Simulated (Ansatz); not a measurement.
Consider PdGe in the rock salt structure (space group Fm-3m, No. 225; a = 5.128 Å; a hypothetical phase, not in the database extracts checked). Axes: x, y, z lie along the cube axes.

Now apply this change: uniaxial strain ε_yy = −0.96 %, all other strain components held at zero, atoms relaxed at fixed cell.

Levels (all Ansatz, an electronic-structure program, PAW): PBEsol (420 eV, no spin-orbit coupling); r2SCAN (500 eV, spin-orbit coupling left out).

The geometry is relaxed with PBEsol.

| Property | Result |
|---|---|
| PBEsol pressure | 1.3 GPa |

Problem. What does r2SCAN give at this geometry for the pressure?

Solution. The pressure grows by 2.87 GPa to 4.1 GPa.

Single points use the geometry relaxed with PBEsol. Their cutoffs differ, which shifts pressures a little. Whether these cells are dynamically stable was not tested. The final runs are not spin-polarised.
